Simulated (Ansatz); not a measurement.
Ansatz (a program for electronic structure) run on Li₃Au (I4mm, 4 atoms in the cell): self-consistent single point.

Method of the run: PBEsol, default PAW files made with PBE (plane waves; Ansatz).

The change in words: lattice scaled by 0.98; kpoints.mp_grid.grid: 9 9 9 → 18 18 18. Reference geometry:
```xyz
4
Lattice="0.0000 3.1160 3.1160 3.1160 0.0000 3.1160 3.1160 3.1160 0.0000" Properties=species:S:1:pos:R:3 pbc="T T T"
Li     1.5580     1.5580     1.5580
Li     4.6741     4.6741     4.6741
Li     3.1160     3.1160     3.1660
Au     0.0000     0.0000     0.0000
```

Reference input (self-consistent single point, DFT, PBEsol, plane waves, default PAW files made with PBE): basis.ecutwfc = 30.9 Ry; kpoints.mp_grid.grid = 9 9 9; hamiltonian.xc = pbesol; hamiltonian.pseudopotentials = {kind: paw} (the program's default PAW files); scf.occupations.method = gaussian; scf.occupations.width = 0.0073 Ry. This run's input differs from it in these lines:

Ansatz 0.2 input:
```diff
@@ -2,5 +2,5 @@
   lattice:
-    - [0.000000, 3.116045, 3.116045]
-    - [3.116045, 0.000000, 3.116045]
-    - [3.116045, 3.116045, 0.000000]
+    - [0.000000, 3.053724, 3.053724]
+    - [3.053724, 0.000000, 3.053724]
+    - [3.053724, 3.053724, 0.000000]
   atoms:
@@ -13,3 +13,3 @@
 kpoints:
-  mp_grid: { grid: [9, 9, 9] }
+  mp_grid: { grid: [18, 18, 18] }
 hamiltonian:
```

Output (repeated stretches shortened):

```
SCF iter   1: F=—  HF=-13617.547267 eV  |F-HF|=—  |Δ(HF+E_count)|=         —  Δρ=3.40e-3  dr2=5.02e-3  ethr=1.77e-3  ⟨swp⟩=3.6  Hψ=34989  notcnv=0
all-band conjugate gradients solve this SCF's bands
preconditioner: auto → Kerker (q_TF=auto, 2.424 Å⁻¹)
SCF iter   2: F=—  HF=-13617.544758 eV  |F-HF|=—  |Δ(HF+E_count)|=   2.51e-3  Δρ=1.35e-3  dr2=4.89e-4  ethr=1.79e-5  ⟨swp⟩=2.2  Hψ=17168  notcnv=0
SCF iter   3: F=—  HF=-13617.544268 eV  |F-HF|=—  |Δ(HF+E_count)|=   4.90e-4  Δρ=3.70e-4  dr2=7.25e-5  ethr=1.75e-6  ⟨swp⟩=2.1  Hψ=12911  notcnv=0
SCF iter   4: F=—  HF=-13617.544232 eV  |F-HF|=—  |Δ(HF+E_count)|=   3.61e-5  Δρ=1.33e-4  dr2=1.89e-5  ethr=2.59e-7  ⟨swp⟩=2.0  Hψ=13395  notcnv=0
SCF iter   5: F=—  HF=-13617.544226 eV  |F-HF|=—  |Δ(HF+E_count)|=   6.29e-6  Δρ=3.56e-5  dr2=1.06e-6  ethr=6.74e-8  ⟨swp⟩=2.0  Hψ=9384  notcnv=0
SCF iter   6: F=-13617.544225 eV  HF=-13617.544225 eV  |F-HF|=7.70e-9  |Δ(HF+E_count)|=   3.13e-7  Δρ=6.93e-6  dr2=2.52e-8  ethr=3.57e-10  ⟨swp⟩=3.5  Hψ=35168  notcnv=0
SCF 1 converged in 6 iterations: F = -13617.544225 eV  dr2 = 2.52e-8
Free energy (F): -13617.544225 eV
Internal energy: -13617.538279 eV  (E = F + TS)
E sigma→0 (E₀):  -13617.541252 eV
Entropy (-TS):   -0.005947 eV (-1.487 meV/atom)
Fermi energy:    7.900523 eV
--- Forces (eV/Å), atoms counted from 1 ---
  atom   1  Li     0.00000000    -0.00000000     0.05260643
  atom   2  Li     0.00000000     0.00000000     0.05260643
  atom   3  Li    -0.00000000     0.00000000    -0.10863303
  atom   4  Au     0.00000000     0.00000000     0.00338604
--- Stress (GPa, compression-positive) ---
        2.244739       0.000000       0.000000
        0.000000       2.244739       0.000000
        0.000000       0.000000       2.222729
  P = ⅓ Tr σ = 2.2374 GPa (22.374 kbar)
  The stress holds the Pulay correction. Without it, at fixed plane waves, as pw.x and ABINIT print it: P = 2.2208 GPa
```

The run converged in 6 iterations. Against the reference run the free energy rises by 4.4 meV/atom, the pressure goes from -0.17 to 2.24 GPa and the largest force goes from 0.095 to 0.109 eV/Å.

The starting cell comes from a database of computed structures (which also holds hypothetical and non-ambient phases and stackings), without a prior relaxation at this level. Its lattice was rescaled by up to half a per cent. One atom was moved a little off its site on purpose. For this run, on top of that: lattice scaled by 0.98. Ansatz's pressure includes its estimate of the finite-basis (Pulay) stress.

Cost on one core of a shared machine: roughly 50 s.
